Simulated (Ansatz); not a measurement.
## A computed series for MoTe2: response to strain

Start from MoTe2 (space group P6_3/mmc, No. 194; a = 3.4340 Å, c = 13.3294 Å; layered, stacked along the Cartesian z axis). Axes: x lies along a and z along c of the hexagonal cell.

Strains are applied to the cell and any free atomic positions relax.

Method: PBEsol-D3(BJ) in Ansatz (plane waves to 420 eV, PAW, no spin-orbit coupling).

Candidates:
(a) uniaxial strain ε_zz = +0.60 %
(b) uniaxial strain ε_zz = +1.80 %
(c) uniaxial strain ε_zz = +1.20 %

For the base:

| Property | Value |
|---|---|
| Band gap | 0.33 eV |

Task: Order them by band gap, highest first.

Result: (b) uniaxial strain ε_zz = +1.80 % (0.49 eV), (c) uniaxial strain ε_zz = +1.20 % (0.44 eV), (a) uniaxial strain ε_zz = +0.60 % (0.38 eV)

With Te present, leaving out spin-orbit coupling can change the band edges. No phonon test of stability was made.

Ansatz is a first-principles code.
